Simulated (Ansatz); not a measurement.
Band structure of LiBH4 (P-1, 12 atoms in the cell).

```yaml
crystal:
  lattice:
    - [4.07291, 0.00000, 0.00000]
    - [-0.00026, 4.08036, 0.00000]
    - [-0.01060, -0.01912, 5.06664]
  atoms:
    - { symbol: Li, position: [0.74821, 0.75907, 0.74959] }
    - { symbol: Li, position: [0.25179, 0.24093, 0.25041] }
    - { symbol: B, position: [0.25768, 0.24425, 0.75149] }
    - { symbol: B, position: [0.74232, 0.75575, 0.24851] }
    - { symbol: H, position: [0.75736, 0.50740, 0.38826] }
    - { symbol: H, position: [0.24264, 0.49260, 0.61174] }
    - { symbol: H, position: [0.99556, 0.74898, 0.10963] }
    - { symbol: H, position: [0.00444, 0.25102, 0.89037] }
    - { symbol: H, position: [0.75601, 0.00126, 0.38170] }
    - { symbol: H, position: [0.24399, 0.99874, 0.61830] }
    - { symbol: H, position: [0.50548, 0.24997, 0.88777] }
    - { symbol: H, position: [0.49452, 0.75003, 0.11223] }
```

Level of theory: PBEsol, default PAW files made with PBE (plane waves; Ansatz, a quantum-chemistry and plane-wave program).

Settings: basis.ecutwfc = 420 eV; kpoints.mp_grid.grid = 6 6 5; hamiltonian.xc = pbesol; hamiltonian.pseudopotentials = {kind: paw} (the program's default PAW files); scf.occupations.method = gaussian; scf.occupations.width = 0.02 eV; kpoints.band_path.path = [[0.5, 0.0, 0.0], [0.0, 0.0, 0.0], [0.0, -0.5, 0.0]]; kpoints.band_path.npoints = 10.

The starting cell comes from a database of computed structures (which also holds hypothetical and non-ambient phases and stackings), without a prior relaxation at this level.

**Question.** Predict the gap along the standard path and the places of the band edges.

**Answer.** The gap along the path is 5.22 eV, direct at Γ to within 0.01 eV.

Levels in eV from the top of the valence band on the path, bands 7 to 14:
| point | 7 | 8 | 9 | 10 | 11 | 12 | 13 | 14 |
|---|---|---|---|---|---|---|---|---|
| X | -1.98 | -1.75 | -1.01 | -0.97 | 6.56 | 6.70 | 7.81 | 8.04 |
| Γ | -1.92 | -1.05 | -0.13 | 0.00 | 5.22 | 6.63 | 7.55 | 8.31 |
| Y | -2.03 | -1.90 | -0.94 | -0.90 | 6.58 | 6.72 | 7.93 | 8.03 |

Keys are those of Ansatz 0.2.
